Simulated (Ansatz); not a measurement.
Data:

```yaml
crystal:
  lattice:
    - [-0.04901, 3.06314, 3.06314]
    - [3.01413, 0.00000, 3.01413]
    - [3.06314, 3.06314, -0.04901]
  atoms:
    - { symbol: H, position: [0.74683, 0.75317, 0.74683] }
    - { symbol: K, position: [0.00317, 0.99683, 0.00317] }
```

No spin polarisation.

Computed with PBEsol, PAW, 420 eV (Ansatz, a first-principles code; without spin-orbit coupling). Settings: 9×9×9 k-points, 0.05 eV Fermi–Dirac smearing.

Q: Predict the gap character.

A: Indirect, T → S.

Q: What band gap does the calculation give?

A: 3.48 eV.

Q: What electron mass does the calculation give?

A: 0.98 mₑ along k, 1.3 mₑ across (at L).

The cells carry an imposed strain or load. Masses are band curvatures over ±0.01 Å⁻¹ around the edge. Along k means along the line from Γ to the band edge. Whether these cells are dynamically stable was not tested. The cell was made from KH in the zinc blende structure (space group F-43m, No. 216; a hypothetical phase, not in the database extracts checked) by this change: tensor shear ε_xz = −1.60 %.
